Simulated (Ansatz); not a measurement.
The starting structures come from a database of crystals and need not be the phases stable at ambient conditions.

By PBEsol, the system below comes out a metal.

A figure of merit of an interconnect metal is its ballistic conductance per area.

Consider the following.

```
CELL_PARAMETERS angstrom
      5.57480     0.00000     0.00000
      0.00000     6.94300     0.00000
      2.78740    -3.47150     3.47150
ATOMIC_POSITIONS crystal
  In 0.84544 0.50000 0.30912
  In 0.15456 0.50000 0.69088
  In 0.34544 0.80912 0.30912
  In 0.65456 0.19088 0.69088
  Ag 0.25000 0.00000 0.00000
  Ag 0.75000 0.00000 0.00000
```

Space group of this cell: I4/mcm. The cell is taken as given; by PBEsol its mean pressure is -1.8 GPa.

The current flows along the normal of the first two printed cell vectors, the (100) plane of the conventional cell. No spin-orbit coupling; the value is a mean over 0.1 eV about the Fermi level.

Predict the ballistic conductance per area from Ansatz (a quantum-chemistry and plane-wave program) with PBEsol.

0.78 × 10¹⁵ S/m² for both spins.
